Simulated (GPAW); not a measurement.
Band structure of HfH2 (I4/mmm, 3 atoms in the cell).

```xyz
3
Lattice="-1.7307 1.7307 2.1448 1.7307 -1.7307 2.1448 1.7307 1.7307 -2.1448" Properties=species:S:1:pos:R:3 pbc="T T T"
Hf     0.0000     0.0000     0.0000
H      1.7307     0.0000     1.0724
H      0.0000     1.7307     1.0724
```

Level of theory: PBEsol, GPAW PAW datasets PBEsol (made by gpaw-setup) (plane waves; GPAW).

Settings: mode = pw; ecut = 800 eV; xc = PBEsol; kpts = 9 9 9; mesh shift (steps) = 0 0 0; occupations.name = methfessel-paxton; occupations.width = 0.136 eV; occupations.order = 0; nbands = -9; convergence.density = 1e-05 e/electron; symmetry.symmorphic = false; symmetry.tolerance = 0.0005; maxiter = 100; bandpath_npoints = 40.

The starting cell comes from a database of computed structures (which also holds hypothetical and non-ambient phases and stackings), without a prior relaxation at this level. Spin-orbit coupling is off.

Levels in eV from the Fermi level, bands 4 to 11:
```
point       4       5      6      7      8     9    10    11
-----  ------  ------  -----  -----  -----  ----  ----  ----
Γ      -30.78  -11.33  -1.11  -0.44  -0.44  0.43  1.86  3.31
X      -30.95   -6.61  -5.73  -4.18   4.02  4.24  5.50  6.55
Y      -31.09   -7.31  -4.90  -3.06   1.15  5.03  5.48  5.57
S      -31.11   -7.59  -4.52  -3.40   2.90  3.86  4.31  5.80
Z      -31.13   -7.81  -4.16  -3.85   4.74  4.86  4.86  5.67
S1     -31.11   -7.59  -4.52  -3.40   2.90  3.86  4.31  5.80
N      -30.84   -8.43  -5.14  -0.86   0.69  3.87  4.69  5.05
P      -31.03   -6.23  -6.23  -2.44   1.38  4.06  4.83  6.37
Y1     -31.09   -7.31  -4.90  -3.06   1.15  5.03  5.48  5.57
```

Bands cross the Fermi level along this path, so the cell is metallic at this level.
